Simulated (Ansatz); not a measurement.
# HfTe2 (model structure, started from the CdCl2 type, R-3m, No. 166, 3 atoms in the cell)

The numbers are results of LDA (PAW; Ansatz, a program for electronic structure), not measurements.

Run with plane-wave cutoff 520 eV, 16×16×16 k mesh, Fermi–Dirac smearing 0.05 eV, scalar-relativistic PAW data made under PBE.

Cell (relaxed at this level):

```cif
data_Hf3Te6
_chemical_formula_sum 'Hf3 Te6'
_space_group_name_H-M_alt 'R-3m :H'
_space_group_IT_number 166
_space_group_name_Hall '-R 3 2"'
_cell_length_a 3.83553
_cell_length_b 3.83553
_cell_length_c 20.41080
_cell_angle_alpha 90.000
_cell_angle_beta 90.000
_cell_angle_gamma 120.000
loop_
_atom_site_label
_atom_site_type_symbol
_atom_site_symmetry_multiplicity
_atom_site_Wyckoff_symbol
_atom_site_fract_x
_atom_site_fract_y
_atom_site_fract_z
_atom_site_occupancy
Hf1 Hf 3 a 0.00000 0.00000 0.00000 1
Te1 Te 6 c 0.00000 0.00000 0.24628 1
```
(The calculation used a cell of 3 atoms; values per cell refer to that cell.)

| Item | Result |
|---|---|
| band gap | none |

Note: the relaxation could raise the start's symmetry but not lower it, so the cell can be a saddle point.

Spin–orbit coupling is not included; it can open a gap where bands touch, and shift volumes and moduli.

The computed numbers hold no vibrational or temperature effects.

Computing time: roughly 13 core-minutes.

A model structure was made by putting elements into a prototype or built by hand; it is no filed structure, need not be a known phase, and can be a saddle point held by its symmetry.
